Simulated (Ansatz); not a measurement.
Here is the system:

End structure of the (332) surface of fcc Pd in its 1x1 cell, outermost plane spacing 0.42 Å in the ideal cut:

```
CELL_PARAMETERS angstrom
      2.78861     0.00000     0.00000
      0.00000    13.07974     0.00000
      0.00000     0.00000    26.50000
ATOMIC_POSITIONS crystal
  Pd 0.50000 0.80863 0.31321
  Pd 0.00000 0.62980 0.32693
  Pd 0.50000 0.45183 0.34218
  Pd 0.00000 0.27273 0.35769
  Pd 0.50000 0.09353 0.37207
  Pd 0.00000 0.91390 0.38588
  Pd 0.50000 0.72772 0.40613
  Pd 0.00000 0.54387 0.42183
  Pd 0.50000 0.36235 0.43773
  Pd 0.00000 0.18186 0.45296
  Pd 0.50000 0.00017 0.46687
  Pd 0.00000 0.81960 0.48355
  Pd 0.50000 0.63636 0.50000
  Pd 0.00000 0.45313 0.51645
  Pd 0.50000 0.27255 0.53313
  Pd 0.00000 0.09086 0.54704
  Pd 0.50000 0.91037 0.56227
  Pd 0.00000 0.72886 0.57817
  Pd 0.50000 0.54501 0.59387
  Pd 0.00000 0.35883 0.61412
  Pd 0.50000 0.17920 0.62793
  Pd 0.00000 0.00000 0.64231
  Pd 0.50000 0.82090 0.65782
  Pd 0.00000 0.64293 0.67307
  Pd 0.50000 0.46410 0.68679
```

Set-up: 25 atoms, 10.1 Å thick at the start (thin: gaps and levels are the slab's own); mesh 13x3x1; 0.1 eV smearing; dipole correction on; single point; on the structure that PBE left under its start's symmetry; no spin, no spin-orbit, no U.

Q: Give the work function of the top face at the level r2SCAN, at the PBE geometry (Ansatz, a quantum-chemistry and plane-wave program).

A: 5.05 eV

Q: Predict the surface energy (mean of both faces) from r2SCAN, at the PBE geometry.

A: 1.68 J/m^2
